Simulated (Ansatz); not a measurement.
Results of LDA (Ansatz, a program for electronic structure, plane waves, PAW) for MoPt (Pmma, No. 51; cell taken from a computed entry).

Run with plane-wave cutoff 520 eV, 12×20×12 k mesh (along the axes of the cell as run), Fermi–Dirac smearing 0.05 eV, no spin polarisation, scalar-relativistic PAW data made under PBE.

Computed at the level's own relaxed cell.

Question: Predict the bulk modulus.

Answer: 
- bulk modulus = 321 GPa

Note: the run has no spin polarisation, so it can have missed a magnetic state; the bulk modulus is −V dP/dV from two relaxed cells at ±2 % in volume; the relaxation could not lower the start's symmetry, so the cell can be a saddle point above a distorted one.

Spin–orbit coupling is not included.

The computed numbers hold no vibrational or temperature effects.

The result took around 9 core-minutes (rough).
